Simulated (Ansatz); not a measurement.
```xyz
2
Lattice="0.0000 2.8036 3.0662 2.8036 0.0000 3.0662 2.8036 2.8036 0.0000" Properties=species:S:1:pos:R:3 pbc="T T T"
Cd     0.0000     0.0000     0.0000
S      1.4018     1.4018     1.5331
```

All values below come from PBEsol with spin-orbit coupling, rigid bands (plane waves, PAW; Ansatz, a program for electronic structure). Condition of this run: biaxial stress xx = yy = 2 GPa (compression positive) (the target of the relaxation). Cell: cell and atoms relaxed with PBEsol, then loaded as said.

Question: What conductivity effective mass do dilute electrons have at 300 K?

Answer: 0.123 (x), 0.123 (y), 0.139 (z) mₑ.

Question: Predict the hole conductivity mass (n e² τ/σ) at 300 K, by direction if it differs.

Answer: 0.60 (x), 0.60 (y), 0.78 (z) mₑ.

Question: And the band gap?

Answer: 0.93 eV at this level; semilocal functionals usually fall short of the measured gap.

Rigid bands, one relaxation time for all states, no polarons.
